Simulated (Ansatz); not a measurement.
Pd, response to strain

Take Pd in the fcc (Cu type) structure (space group Fm-3m, No. 225; relaxed with 0.1 eV smearing) as the base.

```yaml
crystal:
  lattice:
    - [0.00000, 1.93885, 1.93885]
    - [1.93885, 0.00000, 1.93885]
    - [1.93885, 1.93885, 0.00000]
  atoms:
    - { symbol: Pd, position: [0.00000, 0.00000, 0.00000] }
```

Cartesian axes are those of the cell as printed.

Strains are applied to the cell and any free atomic positions relax; under biaxial strain the out-of-plane vector relaxes too.

Method: PBEsol, PAW, 420 eV (Ansatz, an electronic-structure program; no spin-orbit coupling).

Notes on the quantities. pressure: mean of the normal stresses, compression positive.

```csv
change,pressure,volume per atom
base,0.0 GPa,14.58 Å³
"biaxial strain −1.34 %, plane normal [001], relaxed out of plane",1.7 GPa,14.47 Å³
isotropic strain +4.35 %,-18.2 GPa,16.56 Å³
uniaxial strain ε_yy = −2.96 %,6.7 GPa,14.15 Å³
uniaxial strain ε_zz = −0.83 %,1.7 GPa,14.46 Å³
tensor shear ε_yz = +1.82 %,(withheld),14.57 Å³
```

Question: What belongs in the blanks?

Answer: 
- tensor shear ε_yz = +1.82 %, pressure: 0.3 GPa

Stability against distortions was not tested. The final runs are not spin-polarised. Pd lies near a magnetic instability that expansion can trigger; it was not tested.
